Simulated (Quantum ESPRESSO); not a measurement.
Quantum ESPRESSO is run on Ba₃Al₂P₄ (Pnma, 36 atoms in the cell), and the run fails. The aim is a self-consistent single point with DFT, LDA (PW92), plane waves, PseudoDojo standard norm-conserving (LDA) pseudopotentials.

Input as run:

```fortran
&control
    calculation = 'static'
    prefix = 'Ba3(AlP2)2'
    outdir = './tmp'
    pseudo_dir = './'
    verbosity = 'high'
    tprnfor = .true.
    tstress = .true.
/
&system
    ibrav = 0
    nat = 36
    ntyp = 3
    ecutwfc = 60
    occupations = 'fixed'
    nbnd = 116
/
&electrons
    conv_thr = 1e-8
/
ATOMIC_SPECIES
Ba   137.3270  Ba.upf
Al    26.9815  Al.upf
P     30.9738  P.upf
CELL_PARAMETERS angstrom
   7.33621000     0.00000000     0.00000000
   0.00000000    11.61234000     0.00000000
   0.00000000     0.00000000    11.68888000
ATOMIC_POSITIONS crystal
Ba    0.57858000    0.07823000    0.36022000
Ba    0.42142000    0.92177000    0.63978000
Ba    0.92142000    0.92177000    0.86022000
Ba    0.07858000    0.07823000    0.13978000
Ba    0.07858000    0.42177000    0.13978000
Ba    0.92142000    0.57823000    0.86022000
Ba    0.42142000    0.57823000    0.63978000
Ba    0.57858000    0.42177000    0.36022000
Ba    0.59693000    0.25000000    0.73279000
Ba    0.40307000    0.75000000    0.26721000
Ba    0.90307000    0.75000000    0.23279000
Ba    0.09693000    0.25000000    0.76721000
Al    0.55819000    0.12488000    0.03533000
Al    0.44181000    0.87512000    0.96467000
Al    0.94181000    0.87512000    0.53533000
Al    0.05819000    0.12488000    0.46467000
Al    0.05819000    0.37512000    0.46467000
Al    0.94181000    0.62488000    0.53533000
Al    0.44181000    0.62488000    0.96467000
Al    0.55819000    0.37512000    0.03533000
P     0.65189000    0.55609000    0.11155000
P     0.34811000    0.44391000    0.88845000
P     0.84811000    0.44391000    0.61155000
P     0.15189000    0.55609000    0.38845000
P     0.15189000    0.94391000    0.38845000
P     0.84811000    0.05609000    0.61155000
P     0.34811000    0.05609000    0.88845000
P     0.65189000    0.94391000    0.11155000
P     0.80410000    0.25000000    0.97209000
P     0.19590000    0.75000000    0.02791000
P     0.69590000    0.75000000    0.47209000
P     0.30410000    0.25000000    0.52791000
P     0.91140000    0.25000000    0.33303000
P     0.08860000    0.75000000    0.66697000
P     0.58860000    0.75000000    0.83303000
P     0.41140000    0.25000000    0.16697000
K_POINTS automatic
2 1 1  0 0 0
```

The program printed (abridged):

```
     This program is part of the open-source Quantum ESPRESSO suite
     for quantum simulation of materials; please cite

 %%%%%%%%%%%%%%%%%%%%%%%%%%%%%%%%%%%%%%%%%%%%%%%%%%%%%%%%%%%%%%%%%%%%%%%%%%%%%%
     Error in routine  control_checkin (1):
      calculation "static" not allowed
 %%%%%%%%%%%%%%%%%%%%%%%%%%%%%%%%%%%%%%%%%%%%%%%%%%%%%%%%%%%%%%%%%%%%%%%%%%%%%%

     stopping ...
```

Q: Read the log: what does the program object to, and what is the fix?

A: The fault is a value that the program does not know. The key takes a closed list of words, and names differ between codes. To fix it, use one of the words that the key accepts. The program stopped before any SCF iteration.

An input that runs soundly differs in these lines (not the only fix; some lines may just follow from the change or write a value another way):
```diff
-    calculation = 'static'
+    calculation = 'scf'
```

With that input, the run converged in 13 iterations: free energy E − TS -12746.4428 eV; top of the valence band (on the code's own zero) 6.72 eV; gap on the k-point mesh 1.19 eV; pressure -3.27 GPa; largest force (vector length) 0.215 eV/Å (DFT, LDA (PW92), plane waves, PseudoDojo standard norm-conserving (LDA) pseudopotentials).

On the sound input: the starting cell comes from a database of computed structures (which also holds hypothetical and non-ambient phases and stackings), without a prior relaxation at this level. With a pressure of about -3 GPa the cell is away from its equilibrium volume at this level.
